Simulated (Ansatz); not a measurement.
L1₂ (Cu3Au-type) Ni₃Si was calculated with HSE06 (Ansatz, a quantum-chemistry and plane-wave program, plane waves, PAW).

Settings: plane-wave cutoff 500 eV, 8×8×8 k mesh, Fermi–Dirac smearing 0.05 eV, no spin polarisation, scalar-relativistic PAW data made under PBE.

Computed at the level's own relaxed cell.

Q: Estimate the volume per atom and lattice parameter a that the calculation returns.

A: 
- volume per atom: 10.37 Å³/atom
- lattice parameter a: 3.461 Å

Measured, for comparison: equilibrium volume per atom 10.81 Å³/atom, lattice constant a 3.510 Å (temperature not stated, not corrected to a static lattice; as tabulated in Metallic Nickel Silicides: Experiments and Theory for NiSi and First Principles …). Computed (rounded) less measured: equilibrium volume per atom -4.1 %, lattice constant a -1.4 %. A static lattice is as a rule a little smaller and stiffer than an uncorrected measurement, which can account for part of this.

Note: exact exchange on metals is sensitive to the k mesh and can open a false gap.

The computed numbers hold no vibrational or temperature effects.

Cost on a shared machine: very roughly 15 core-minutes.
